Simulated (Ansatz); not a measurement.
Effect of Cl on a Br site on KBr

Base system: a 16-atom supercell of KBr in the rock salt structure (space group Fm-3m, No. 225; a = 6.608 Å) at its relaxed geometry.

Modification: a neutral Cl on a Br site, atoms relaxed at fixed cell, starting from a slightly rattled geometry.

Level of theory: Ansatz (a first-principles code) r2SCAN, no spin-orbit coupling. Settings: 3×3×3 k-points, 0.01 eV Fermi–Dirac smearing.

```json
{
 "pressure": "-0.3 GPa (base 0.0 GPa)",
 "largest_displacement_of_a_host_atom_from_its_site_in_the_perfect_cell": "0.05 Å",
 "mean_distance_from_the_defect_site_to_its_nearest_host_atoms": "3.25 Å (base 3.30 Å)"
}
```

Cost of the whole job for the changed cell (relaxation, final SCF and bands): roughly 25 core-minutes.

Other magnetic orders, which the real material may have, were not ruled out. In so small a cell the defect repeats every few ångströms: this is an ordered compound, not a dilute defect. Seeded moments were not kept for Cl on a Br site. The defect cell is spin-polarised and ends with 0.0 μB.
